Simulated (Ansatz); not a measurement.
Base system: RbBr in the rock salt structure (space group Fm-3m, No. 225; a = 6.843 Å). Axes: x, y, z lie along the cube axes.

Computed with Kohn–Sham DFT with the PBEsol functional, run in Ansatz (a program for electronic structure) with PAW and 420 eV plane waves, spin-orbit coupling left out.

Before the change:

The valence-band top at Γ is 0.00, 0.00, 0.00 eV and the electron mass is 0.36 mₑ (at Γ). The valley order is Γ 4.22 eV; X along ⟨100⟩ 5.50 eV.

Perturbation: tensile biaxial strain of 2.50 % in the plane normal to [111], as in epitaxy on a mismatched substrate; the out-of-plane cell vector and the atoms relax.

Task: Estimate the effect on the valence-band top at Γ.

Result: The valence-band top at Γ (three highest levels, from the VBM) becomes 0.00, -0.08, -0.08 eV (base: 0.00, 0.00, 0.00 eV).

Task: What happens to the electron mass?

Result: The electron mass goes from 0.36 mₑ (at Γ) to 0.37 mₑ (at Γ).

Task: Predict the new energy relative to the base.

Result: The energy increases by 2.6 meV/atom.

Task: How does this affect the valley order?

Result: The valley order (the lowest conduction-band minima on the path, energy above the VBM, named in the base's zone) goes from Γ 4.22 eV; X along ⟨100⟩ 5.50 eV to Γ 4.12 eV; X along [001] 5.46 eV.

The levels and masses belong to the bands next to the band gap. Effective masses come from finite differences of ±0.01 Å⁻¹. Stability against distortions was not tested.
